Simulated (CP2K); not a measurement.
Band structure of TaAs (I4_1md, 4 atoms in the cell).

```
CELL_PARAMETERS angstrom
      6.25781     0.00000     0.00000
      4.41923     4.43065     0.00000
     -5.33852    -2.21532     2.39849
ATOMIC_POSITIONS crystal
  Ta 0.49997 0.99997 0.50000
  Ta 0.74997 0.74997 0.00000
  As 0.08263 0.58263 0.50000
  As 0.33263 0.33263 0.00000
```

Level of theory: PBE, GPW, DZVP-MOLOPT-SR-GTH basis, GTH-PBE potentials (GTH_POTENTIALS) (CP2K).

Settings: CUTOFF = 500 Ry; REL_CUTOFF = 60 Ry; SMEAR/METHOD = GAUSSIAN; SIGMA = 0.1 eV; KPOINTS/SCHEME = MONKHORST-PACK 8 8 8; GAMMA_CENTERED = T; XC_FUNCTIONAL = PBE; Ta/BASIS_SET = DZVP-MOLOPT-SR-GTH; Ta/POTENTIAL = GTH-PBE-q13; As/BASIS_SET = DZVP-MOLOPT-SR-GTH; As/POTENTIAL = GTH-PBE-q5; METHOD = GPW; EPS_DEFAULT = 1e-10; EXTRAPOLATION = USE_GUESS.

The starting cell comes from a database of computed structures (which also holds hypothetical and non-ambient phases and stackings), without a prior relaxation at this level. Its lattice was rescaled by a random factor within 2.5 % of one. Spin-orbit coupling is off. Spin polarisation is off. Values carry the incompleteness of an atom-centred basis.

Levels in eV from the Fermi level, bands 15 to 20:
| point | 15 | 16 | 17 | 18 | 19 | 20 |
|---|---|---|---|---|---|---|
| Γ | -2.52 | -2.05 | -1.68 | -1.68 | 0.96 | 1.74 |
| X | -3.32 | -3.32 | -1.16 | -1.16 | 3.03 | 3.03 |
| Y | -3.29 | -3.29 | -1.18 | -1.18 | 2.85 | 2.85 |
| S | -2.57 | -2.54 | -1.87 | -0.13 | 0.07 | 1.81 |
| Z | -3.01 | -3.01 | -0.95 | -0.95 | 1.33 | 1.33 |
| S1 | -2.57 | -2.54 | -1.87 | -0.13 | 0.07 | 1.81 |
| N | -2.56 | -2.44 | -1.70 | -0.29 | 0.12 | 1.44 |
| P | -3.34 | -3.34 | -1.15 | -1.15 | 3.05 | 3.05 |
| Y1 | -3.29 | -3.29 | -1.18 | -1.18 | 2.85 | 2.85 |

Bands cross the Fermi level along this path, so the cell is metallic at this level.

Higher empty bands are left out: an atom-centred basis made for the valence describes them poorly.
